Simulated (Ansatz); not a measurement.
Consider AlCo in the CsCl type structure (space group Pm-3m, No. 221; a = 2.824 Å; weakly magnetic (sensitive to the mesh); relaxed with 0.1 eV smearing). Axes: x, y, z lie along the cube axes.

The values are results of r2SCAN, PAW, 500 eV (Ansatz, a program for electronic structure; no spin-orbit coupling), earlier PAW set, not measurements.

Now apply this change: uniaxial stress, 0.5 GPa tension along z, with the cell and atoms free to relax against it.

How does this affect the strain response?

The strain response (xx, yy, zz) is (−0.08, −0.08, +0.24) %.

Predict the new energy relative to the base.

The energy hardly moves.

Other magnetic orders, which the real material may have, were not ruled out. Stability under load was not tested beyond the relaxation. Starting moments died away, wholly or in part, for the base; another magnetic solution may exist.
